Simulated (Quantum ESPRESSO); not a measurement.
Quantum ESPRESSO run on CuAu (Pm, 2 atoms in the cell): self-consistent single point.

Method: rev-vdW-DF2, GBRV 1.5 ultrasoft (PBE) pseudopotentials (plane waves; Quantum ESPRESSO).

```yaml
crystal:
  lattice:
    - [2.85070, 0.00000, 0.00000]
    - [0.00000, 2.85070, 0.00000]
    - [0.00000, 0.00000, 3.58161]
  atoms:
    - { symbol: Cu, position: [0.51811, 0.49998, 0.50125] }
    - { symbol: Au, position: [0.98189, 0.00002, 0.99875] }
```

Reference input (self-consistent single point, DFT, PBEsol, plane waves, GBRV 1.5 ultrasoft (PBESOL) pseudopotentials): ecutwfc = 50 Ry; ecutrho = 400 Ry; occupations = smearing; smearing = methfessel-paxton; degauss = 0.019992 Ry; potentials = {Cu: cu_pbesol_v1.2.uspp.F.UPF, Au: au_pbesol_v1.uspp.F.UPF}; K_POINTS = automatic 9 9 8 0 0 0; conv_thr = 1e-11 Ry; mixing_beta = 0.5. This run's input differs from it in these lines:

```diff
@@ -18,2 +18,3 @@
     degauss = 0.019992,
+    input_dft = 'vdw-df2-b86r',
 /
@@ -24,4 +25,4 @@
 ATOMIC_SPECIES
-Cu    63.5460  cu_pbesol_v1.2.uspp.F.UPF
-Au   196.9666  au_pbesol_v1.uspp.F.UPF
+Cu    63.5460  cu_pbe_v1.2.uspp.F.UPF
+Au   196.9666  au_pbe_v1.uspp.F.UPF
 CELL_PARAMETERS {angstrom}
```

Log, with long lists cut:

```
     Self-consistent Calculation

     iteration #  1     ecut=    50.00 Ry     beta= 0.50

---- Real-time Memory Report at c_bands before calling an iterative solver
           207 MiB given to the printing process from OS
           140 MiB allocation reported by mallinfo(arena+hblkhd)
------------------

     -----------------------------------------------
     Non-local corr. energy    =       1.18084725 Ry
     -----------------------------------------------

     total energy              =    -517.92574752 Ry
     estimated scf accuracy    <       1.22931494 Ry

     iteration #  2     ecut=    50.00 Ry     beta= 0.50

   [... lines left out ...]
     Non-local corr. energy    =       1.19604820 Ry
     -----------------------------------------------

     total energy              =    -518.36678951 Ry
     estimated scf accuracy    <          6.6E-11 Ry

     iteration # 13     ecut=    50.00 Ry     beta= 0.50

---- Real-time Memory Report at c_bands before calling an iterative solver
           327 MiB given to the printing process from OS
           155 MiB allocation reported by mallinfo(arena+hblkhd)
------------------

     -----------------------------------------------
     Non-local corr. energy    =       1.19604827 Ry
     -----------------------------------------------
     End of self-consistent calculation

     the Fermi energy is    15.7477 ev

!    total energy              =    -518.36678952 Ry
     estimated scf accuracy    <          1.2E-12 Ry
     smearing contrib. (-TS)   =      -0.00009706 Ry
     internal energy E=F+TS    =    -518.36669245 Ry

     convergence has been achieved in  13 iterations

     -----------------------------------------------
     Non-local corr. energy    =       1.19604827 Ry
     -----------------------------------------------

     Forces acting on atoms (cartesian axes, Ry/au):

     atom    1 type  1   force =    -0.01537892    0.00002039   -0.00252524
     atom    2 type  2   force =     0.01537892   -0.00002039    0.00252524

     Total force =     0.022040     Total SCF correction =     0.000001

     -----------------------------------------------
     Non-local corr. energy    =       1.19604827 Ry
     -----------------------------------------------

          total   stress  (Ry/bohr**3)                   (kbar)     P=        4.85
  -0.00004202  -0.00000007   0.00000790           -6.18       -0.01        1.16
  -0.00000007   0.00000484  -0.00000001           -0.01        0.71       -0.00
   0.00000790  -0.00000001   0.00013619            1.16       -0.00       20.03

   JOB DONE.
```

The run converged in 13 iterations. Against the reference run the pressure goes from -4.19 to 0.49 GPa and the largest force goes from 0.385 to 0.401 eV/Å.

The starting cell comes from a database of computed structures (which also holds hypothetical and non-ambient phases and stackings), without a prior relaxation at this level. Its atoms were displaced at random from the sites of space group no. 123. Spin polarisation is off.

Cost on one core of a shared machine: roughly 5 min.
